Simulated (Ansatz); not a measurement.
## Ta in the bcc (W type) structure (space group Im-3m, No. 229)

```xyz
1
Lattice="-1.6524 1.6524 1.6524 1.6524 -1.6524 1.6524 1.6524 1.6524 -1.6524" Properties=species:S:1:pos:R:3 pbc="T T T"
Ta     0.0000     0.0000     0.0000
```

Method: Ansatz (an electronic-structure program) r2SCAN, scalar-relativistic without spin-orbit coupling. Settings: 20×20×20 k-points, 0.05 eV Fermi–Dirac smearing.

The volume per atom comes out as 18.05 Å³ and the density is 16.65 g/cm³. The band gap is zero and the total energy is -9944.319 eV/atom (σ→0; compares only within this code and set-up).

No phonon test of stability was made. The final runs are not spin-polarised.
